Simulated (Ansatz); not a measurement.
Hypothetical fluorite TaGe2 under a change: isotropic strain +1.59 %

The reference is TaGe₂ in the fluorite structure (space group Fm-3m, No. 225; a = 6.192 Å; a hypothetical phase, not in the database extracts checked; relaxed with 0.1 eV smearing).

Modification: an isotropic linear strain of +1.59 %, atoms relaxed at fixed cell.

The values are results of PBEsol, PAW, 420 eV (Ansatz, a program for electronic structure; spin-orbit coupling left out), not measurements. k-mesh 16×16×16 (Γ-centred); smearing 0.1 eV (Fermi–Dirac).

```csv
quantity,base,changed,shift
volume per atom,19.78 Å³,20.74 Å³,+0.96 Å³
space group,Fm-3m (No. 225),Fm-3m (No. 225),–
shortest interatomic distance,2.681 Å,2.724 Å,+0.043 Å
energy relative to the base (free energy F),0 meV/atom,+15 meV/atom,+15 meV/atom
pressure,0.0 GPa,-4.7 GPa,-4.7 GPa
band gap,zero,zero,–
```

Final structure:

```xyz
3
Lattice="0.0000 3.1453 3.1453 3.1453 0.0000 3.1453 3.1453 3.1453 0.0000" Properties=species:S:1:pos:R:3 pbc="T T T"
Ta     0.0000     0.0000     0.0000
Ge     1.5726     1.5726     1.5726
Ge     4.7179     4.7179     4.7179
```

Whether these cells are dynamically stable was not tested. The final runs are not spin-polarised. An odd electron count without spin: TaGe2. TaGe2 has a high density of states at the Fermi level and may be magnetic at this level.
